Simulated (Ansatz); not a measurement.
```xyz
2
Lattice="4.3010 0.0000 0.0000 2.1505 3.7248 0.0000 2.1505 -1.2416 3.4287" Properties=species:S:1:pos:R:3 pbc="T T T"
Cd     0.0000     0.0000    -0.0176
Se     4.3010     0.0000     2.5891
```

No spin polarisation.

Level of theory: DFT with LDA, PAW potentials and a 420 eV plane-wave cutoff in Ansatz (a first-principles code), scalar-relativistic without spin-orbit coupling. k-mesh 10×10×10 (Γ-centred); smearing 0.05 eV (Fermi–Dirac).

Q: Estimate the pressure (mean of the normal stresses, compression positive).

A: -0.76 GPa.

Q: Estimate the space group.

A: R3m (No. 160).

The cells carry an imposed strain or load. No phonon test of stability was made. The cell was made from CdSe in the zinc blende structure (space group F-43m, No. 216) by this change: biaxial strain +1.25 %, plane normal [111], relaxed out of plane.
